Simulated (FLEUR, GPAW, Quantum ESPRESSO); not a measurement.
# One structure in several programs: Ce2NiRu3 (R-3m, 6 atoms in the cell)

Self-consistent single point.

```
CELL_PARAMETERS angstrom
      2.61223     1.50817     4.10281
     -2.61223     1.50817     4.10281
      0.00000    -3.01634     4.10281
ATOMIC_POSITIONS crystal
  Ce 0.37534 0.37534 0.37534
  Ce 0.62466 0.62466 0.62466
  Ni 0.00000 0.00000 0.00000
  Ru 0.50000 0.00000 0.00000
  Ru 0.00000 0.50000 0.00000
  Ru 0.00000 0.00000 0.50000
```

All programs got the same cell, k-point mesh and kind of occupations (in FLEUR's words: jspins = 1; fermiSmearingEnergy = 0.00367493 Htr; mesh (inpgen div1-3) = 5 5 5); potentials, basis and cutoffs are each program's usual ones.

```
code                                                                                     model  pressure (GPa)  largest force (eV/Å)           cutoff
----------------  ----------------------------------------------------------------------------  --------------  --------------------  ---------------
FLEUR             LDA (Perdew-Zunger), all-electron FLAPW (FLEUR), scalar-relativistic valence               –                 0.039  Kmax 3.8 1/bohr
Quantum ESPRESSO                        LDA (PZ), SSSP 1.1.2 efficiency (PBE) pseudopotentials            0.77                 0.056            60 Ry
GPAW                             LDA (Perdew-Wang 92), GPAW PAW datasets LDA (gpaw-data 1.0.1)            0.64                 0.044           850 eV
```

A dash marks a value that a program does not give, or that is left out as unsure.

The spread over the programs that give each value: pressure within 0.13 GPa; largest force within 0.017 eV/Å.

The starting cell comes from a database of computed structures (which also holds hypothetical and non-ambient phases and stackings), without a prior relaxation at this level. Its lattice was rescaled by a random factor within 2.5 % of one. On FLEUR's run: Spin-orbit coupling is off. Spin polarisation is off. The f electrons are in the valence without U or exact exchange, which can misplace them near the Fermi level. Spin-orbit terms, which matter for f shells, are left out. Values depend on the basis (sphere radii, cutoffs, local orbitals), which need not be converged.

Question: Why do the programs differ, and what cannot be compared?

Answer: Differences of this kind can come from the potentials, where these differ, and from what each basis and cutoff leave unconverged. The valence holds different numbers of electrons (FLEUR 82, Quantum ESPRESSO 90, GPAW 88). The zero of total energies and Fermi levels follows the potentials and each program's conventions, so they are not compared here. FLEUR treats all electrons, but the usual bases taken here (sphere radii, linearisation, local orbitals, empty states) were not tested for convergence, so the values are no reference for the others.

Left out of this page: Ansatz (with a known weakness of the program); Elk (not drawn, or without a comparable value).
